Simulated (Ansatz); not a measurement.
Here is the system:

```xyz
2
Lattice="0.0000 2.8381 2.8381 2.9783 0.0000 2.8381 2.9783 2.8381 0.0000" Properties=species:S:1:pos:R:3 pbc="T T T"
Ge     2.9783     2.8381     2.8381
Ge     4.4674     4.2571     4.2571
```

No spin polarisation.

Computed with plane-wave PAW DFT at the PBEsol level (Ansatz, a program for electronic structure, 420 eV), spin-orbit coupling left out. k-mesh 14×14×14 (Γ-centred); smearing 0.05 eV (Fermi–Dirac).

Predict the space group, band gap and pressure.


- Space group: I4_1/amd (No. 141)
- Band gap: zero
- Pressure (mean of the normal stresses, compression positive): -2.9 GPa

The cells carry an imposed strain or load. No phonon test of stability was made. The cell was made from Ge in the diamond structure (space group Fd-3m, No. 227) by this change: uniaxial strain ε_xx = +4.94 %. A zero or small gap of Ge can be the functional's error rather than a property of the material.
